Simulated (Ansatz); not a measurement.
**Short convergence ladders for VH2 (I4mm, 3 atoms in the cell)**

```xyz
3
Lattice="0.0000 2.1039 2.1039 2.1039 0.0000 2.1039 2.1039 2.1039 0.0000" Properties=species:S:1:pos:R:3 pbc="T T T"
V      0.0000     0.0000     0.0500
H      3.1558     3.1558     3.1558
H      1.0519     1.0519     1.0519
```

Base method: PBEsol, default PAW files made with PBE (plane waves; Ansatz, a first-principles code).

Base settings: basis.ecutwfc = 420 eV; kpoints.mp_grid.grid = 13 13 13; hamiltonian.xc = pbesol; hamiltonian.pseudopotentials = {kind: paw} (the program's default PAW files); scf.occupations.method = gaussian; scf.occupations.width = 0.1 eV.

The count of work is k-points × plane waves × bands × iterations; it is no time. 

**The width of Fermi-Dirac smearing**

In this ladder: kpoints.mp_grid.grid = 21 21 21; scf.occupations.method = fermi_dirac.

Narrow widths need finer meshes than wide ones, so the last steps can hold mesh noise.

Only quantities that move along the ladder and can be compared are tabulated; pressure and forces are left out, as mesh noise rules them at narrow widths.

| scf.occupations.width | free energy less the last step's (meV/atom) | energy extrapolated to zero width less the last step's (meV/atom) |
|---|---|---|
| 1 eV | -758.35 | -93.19 |
| 0.5 eV | -208.74 | -5.32 |
| 0.3 eV | -73.78 | 1.72 |
| 0.2 eV | -30.88 | 1.20 |
| 0.1 eV | -5.90 | 0.20 |
| 0.05 eV | 0.00 | 0.00 |

Widest scf.occupations.width that holds the free energy within 5 meV/atom: not settled: the last two steps still differ by 5.9 meV/atom, over half the tolerance, so the ladder does not show it.

Widest scf.occupations.width that holds the energy extrapolated to zero width within 0.5 meV/atom of the last step, with all finer ones: 0.1 eV; the step before is off by 1.2 meV/atom.

The extrapolation to zero width removes most of the smearing's effect on the energy.

**The width of Methfessel-Paxton smearing**

In this ladder: kpoints.mp_grid.grid = 21 21 21; scf.occupations.method = methfessel_paxton.

Narrow widths need finer meshes than wide ones, so the last steps can hold mesh noise.

Only quantities that move along the ladder and can be compared are tabulated; pressure and forces are left out, as mesh noise rules them at narrow widths.

| scf.occupations.width | free energy less the last step's (meV/atom) |
|---|---|
| 1 eV | 3.44 |
| 0.5 eV | 1.44 |
| 0.3 eV | 0.37 |
| 0.2 eV | 0.04 |
| 0.1 eV | -0.05 |
| 0.05 eV | 0.00 |

Widest scf.occupations.width that holds the free energy within 1 meV/atom of the last step, with all finer ones: 0.3 eV; the step before is off by 1.4 meV/atom.

**The mesh under tetrahedron occupations**

In this ladder: scf.occupations.method = tetrahedron; scf.occupations.width = default.

Only quantities that move along the ladder and can be compared are tabulated.

```csv
kpoints.mp_grid.grid,free energy less the last step's (meV/atom),pressure (GPa),largest difference of a force vector from the last step's (eV/Å),count of work / last
6 6 6,-4.29,-5.52,0.009,0.014
7 7 7,-0.77,-5.41,0.002,0.018
9 9 9,0.31,-5.38,0.001,0.034
11 11 11,0.19,-5.39,0.000,0.058
13 13 13,0.13,-5.38,0.000,0.090
16 16 16,0.14,-5.39,0.000,0.16
20 20 20,0.04,-5.39,0.000,0.29
25 25 25,0.03,-5.39,0.000,0.54
31 31 31,0.00,-5.39,0.000,1.0
```

Coarsest kpoints.mp_grid.grid that holds the free energy within 1 meV/atom of the last step, with all finer ones: 7 7 7, at 0.018 of the last step's count of work; the step before is off by 4.3 meV/atom.

Coarsest kpoints.mp_grid.grid that holds the forces within 0.005 eV/Å of the last step, with all finer ones: 7 7 7, at 0.018 of the last step's count of work; the step before is off by 0.009 eV/Å.

Coarsest kpoints.mp_grid.grid that holds the pressure within 0.05 GPa of the last step, with all finer ones: 7 7 7, at 0.018 of the last step's count of work; the step before is off by 0.12 GPa.

On the base run: the starting cell comes from a database of computed structures (which also holds hypothetical and non-ambient phases and stackings), without a prior relaxation at this level. Its lattice was rescaled by up to half a per cent. One atom was moved a little off its site on purpose. Spin polarisation is off. In the base run, with a pressure of about -5 GPa the cell is away from its equilibrium volume at this level. Ansatz's pressure includes its estimate of the finite-basis (Pulay) stress.

Left out of this page: 4 runs of the series outside the window shown, repeating another row's setting, or not comparable.

Keys are those of Ansatz 0.2.
